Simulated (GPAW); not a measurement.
How far to go with the plane-wave cutoff: Ag (Fm-3m, 1 atom in the cell)

```yaml
crystal:
  lattice:
    - [0.00000, 2.05523, 2.05523]
    - [2.05523, 0.00000, 2.05523]
    - [2.05523, 2.05523, 0.00000]
  atoms:
    - { symbol: Ag, position: [0.00000, 0.00000, 0.00000] }
```

Level of theory: PBE, GPAW PAW datasets PBE (gpaw-data 1.0.1) (plane waves; GPAW).

Base settings: mode = pw; ecut = 600 eV; xc = PBE; kpts = 5 5 5; mesh shift (steps) = 0 0 0; occupations.name = fermi-dirac; occupations.width = 0.1 eV; nbands = -7; convergence.forces = 0.001 eV/Å; symmetry.symmorphic = false.

The second cell is the first with its lattice scaled by 0.98.

The mesh stays at the base's, so the ladder's end is converged at best in this setting alone.

Only quantities that move along the ladder and can be compared are tabulated.

The count of work is k-points × plane waves × bands × iterations; it is no time. 

The starting cell has typed, rounded lattice constants, without a prior relaxation at this level. Its lattice was rescaled by up to half a per cent. Without a gap this mesh is coarse (it stands for a supercell whose shortest vector is 15 Å).

| ecut | free energy less the last step's (meV/atom) | energy of the compressed cell less the first (meV/atom) | pressure (GPa) | count of work / last |
|---|---|---|---|---|
| 210 eV | 534.86 | 27.35 | -13.37 | 0.053 |
| 240 eV | 386.55 | 31.03 | -1.95 | 0.062 |
| 270 eV | 322.92 | 36.69 | -2.22 | 0.075 |
| 300 eV | 254.18 | 30.95 | -3.72 | 0.096 |
| 330 eV | 170.54 | 34.32 | -3.81 | 0.12 |
| 360 eV | 102.78 | 35.54 | -2.75 | 0.13 |
| 420 eV | 21.85 | 34.18 | 0.15 | 0.16 |
| 480 eV | 3.47 | 33.45 | 1.38 | 0.19 |
| 540 eV | 0.49 | 33.57 | 1.69 | 0.24 |
| 600 eV | 0.22 | 33.53 | 1.72 | 0.27 |
| 660 eV | 0.15 | 33.51 | 1.72 | 0.31 |
| 720 eV | 0.11 | 33.51 | 1.72 | 0.35 |
| 810 eV | 0.11 | 33.50 | 1.72 | 0.42 |
| 900 eV | 0.10 | 33.49 | 1.72 | 0.49 |
| 1050 eV | 0.09 | 33.48 | 1.72 | 0.62 |
| 1200 eV | 0.06 | 33.48 | 1.72 | 0.76 |
| 1440 eV | 0.00 | 33.48 | 1.72 | 1.0 |

Coarsest ecut that holds the energy of the compressed cell less the first within 0.5 meV/atom of the last step, with all finer ones: 480 eV, at 0.19 of the last step's count of work; the step before is off by 0.70 meV/atom.

Coarsest ecut that holds the pressure within 0.5 GPa of the last step, with all finer ones: 480 eV, at 0.19 of the last step's count of work; the step before is off by 1.6 GPa.

Coarsest ecut that holds the free energy within 2 meV/atom of the last step, with all finer ones: 540 eV, at 0.24 of the last step's count of work; the step before is off by 3.5 meV/atom.

The energy difference between the two cells stays within 1 meV/atom of the last step's from 420 eV on, the total only from 540 eV on: much of the error is common to both cells and cancels.

At the lowest cutoff the pressure lies 15.1 GPa under the last step's, the usual sign of Pulay stress in an incomplete plane-wave basis.
